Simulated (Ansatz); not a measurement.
A relaxation of the atoms of PdPt3 (I4mm, 4 atoms in the cell) with Ansatz (a first-principles code).

Level of theory: LDA (PW92), default PAW files made with PBE (plane waves; Ansatz).

The change in words: one atom moved by 0.15 angstrom; relax: default → atoms; relax.f_tol: default → 0.2 eV/Å. Reference geometry:
```
PdPt3
1.0
   -1.97785     1.97785     3.92748
    1.97785    -1.97785     3.92748
    1.97785     1.97785    -3.92748
Pd Pt
1 3
Direct
  0.00000   0.00000   0.00000
  0.75000   0.25000   0.50000
  0.25000   0.75000   0.50000
  0.50000   0.50000   0.00000
```
Moments meant for the start (each program seeds them in its own way; μB, in the order of the atoms Pd Pt Pt Pt): 0.0 1.0 1.0 1.0.

Reference input (self-consistent single point, DFT, LDA (PW92), plane waves, default PAW files made with PBE): basis.ecutwfc = 30.9 Ry; kpoints.mp_grid.grid = 8 8 8; hamiltonian.xc = lda; hamiltonian.pseudopotentials = {kind: paw} (the program's default PAW files); magnetization.spin_polarized = true; scf.occupations.method = fermi_dirac; scf.occupations.width = 0.0073 Ry. This run's input differs from it in these lines:

```diff
@@ -7,3 +7,3 @@
   atoms:
-    - { symbol: Pd, position: [0.00000000, 0.00000000, 0.00000000] }
+    - { symbol: Pd, position: [0.01909600, 0.01909600, 0.00000000] }
     - { symbol: Pt, position: [0.75000000, 0.25000000, 0.50000000], spin: 1.0 }
@@ -22,2 +22,4 @@
   occupations: { method: fermi_dirac, width: 0.0073 Ry }
+relax:
+  f_tol: 0.2
 output:
```

Output, abridged:

```
   [... SCF lines of the steps left out ...]
relax step   1: F+E_penalty+E_count = -43579.54307929 eV  Δ(F+E_penalty+E_count) = +0.000e0 eV  max|allowed force component| = 1.268e0 eV/Å  Δτ_max = 0.0000 Å  (10 SCF iters, dr2 threshold 1.00e-4 eV, accepted)
relax step   2: F+E_penalty+E_count = -43579.62097835 eV  Δ(F+E_penalty+E_count) = -7.790e-2 eV  max|allowed force component| = 4.724e-1 eV/Å  Δτ_max = 0.1235 Å  (5 SCF iters, dr2 threshold 1.00e-4 eV, accepted)
relax step   3: F+E_penalty+E_count = -43579.63723607 eV  Δ(F+E_penalty+E_count) = -1.626e-2 eV  max|allowed force component| = 2.556e-3 eV/Å  Δτ_max = 0.0281 Å  (8 SCF iters, accepted)
the relaxation is at rest under the 8 symmetry operations that the run kept from its start: a minimum is not shown …
the relaxation's final electronic state is not compared with the one that a single-point calculation of its input finds at the relaxed geometry …
Magnetization: -0.0000 μB (36.0000 up, 36.0000 down)
Absolute magnetization: 0.0000 μB (∫|ρ↑−ρ↓|, with the PAW one-centre terms)
Spin contamination: 0.0000 ħ² per cell (⟨S²⟩ above its minimum at these occupations)
   [... lines left out ...]
Free energy (F): -43579.637236 eV
Fermi energy:    21.434737 eV
   [... lines left out ...]
  F+E_penalty+E_count = -43579.63723607 eV   max|allowed force component| = 2.556e-3 eV/Å
  atoms:
    - { symbol: Pd, position: [0.004781899109833483, 0.004781899109833477, -5.522465157690763e-18] }
    - { symbol: Pt, position: [0.754783484075822, 0.254783484075822, 0.5] }
    - { symbol: Pt, position: [0.254783484075822, 0.754783484075822, 0.5] }
    - { symbol: Pt, position: [0.5047471327385228, 0.5047471327385228, 1.8314720113112254e-18] }
```

The run converged. 

Summary of the result:
```
Property                                                 Result
-----------------------------------------------  --------------
Free energy E − TS (on the zero of these files)  -43579.6372 eV
Fermi level (on the code's own zero)                   21.43 eV
Pressure                                             -12.85 GPa
Largest force (vector length)                        0.003 eV/Å
Size of the cell's spin moment                          0.00 μB
Relaxation steps                                              3
```

The starting cell comes from a database of computed structures (which also holds hypothetical and non-ambient phases and stackings), without a prior relaxation at this level. Its lattice was rescaled by up to half a per cent. For this run, on top of that: one atom moved by 0.15 angstrom. The starting moments vanished: the run ended non-magnetic. The program warned that a starting moment was not kept. The relaxation keeps the symmetry of its start, so its end need not be a minimum. Ansatz's pressure includes its estimate of the finite-basis (Pulay) stress.

Cost on one core of a shared machine: roughly 2 min.

Keys are those of Ansatz 0.2.
